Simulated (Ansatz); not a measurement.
An Ansatz (a program for electronic structure) input (LDA in Ansatz (plane waves to 420 eV, PAW, spin-orbit coupling left out)):

Ansatz 0.2 input:
```yaml
crystal:
  lattice:
    - [3.7208544877, 0.0372085449, 0]
    - [0.0372085449, 3.7208544877, 0]
    - [0, 0, 3.7208544877]
  atoms:
    - { symbol: Cu, position: [0.5, 0, 0] }
    - { symbol: Cu, position: [0, 0.5, 0] }
    - { symbol: Cu, position: [0, 0, 0.5] }
    - { symbol: N, position: [0, 0, 0] }
basis: { ecutwfc: 420, ecutrho_ratio: 4, xc_grid: 2, fft_grid_basis: typed }
kpoints: { mp_grid: { grid: [13, 13, 13] } }
hamiltonian:
  xc: lda
  dispersion: none
  pseudopotentials: { kind: paw }
scf: { occupations: { method: fermi_dirac, width: 0.05 }, convergence: { dr2_threshold: 0.0000000004 } }
relax: { f_tol: 0.005, max_steps: 50 }
output: { forces: true, stress: true }
checkpoint: { write: state.ck, write_every: 1000 }
```

Q: Which symmetry and how many k-points will the program report, and about how many plane waves at Γ?

A: Space group Cmmm (ITA 65) with 8 operations, k-points 343 of 2197, and 1021 plane waves at Γ.

The cells carry an imposed strain or load. Stability against distortions was not tested. The final runs are not spin-polarised. The cell was made from Cu$_{3}$N (space group Pm-3m, No. 221) by this change: tensor shear ε_xy = +1.00 %.
